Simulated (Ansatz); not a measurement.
```yaml
crystal:
  lattice:
    - [0.00000, 2.18987, 2.18987]
    - [2.18987, 0.00000, 2.18987]
    - [2.18987, 2.18987, 0.00000]
  atoms:
    - { symbol: C, position: [0.00000, 0.00000, 0.00000] }
    - { symbol: Si, position: [0.25000, 0.25000, 0.25000] }
```

No spin polarisation.

Level of theory: Kohn–Sham DFT with the PBE functional, run in Ansatz (a program for electronic structure) with PAW and 420 eV plane waves, no SOC, earlier PAW set. k-mesh 13×13×13 (Γ-centred); smearing 0.05 eV (Fermi–Dirac).

Predict the band gap, smallest direct gap, space group and gap character.

The band gap is 1.37 eV, the smallest direct gap is 4.53 eV and the space group comes out as F-43m (No. 216). The gap character is indirect, Γ → X.

No phonon test of stability was made. The cell was made from RuSi by this change: Ru → C.
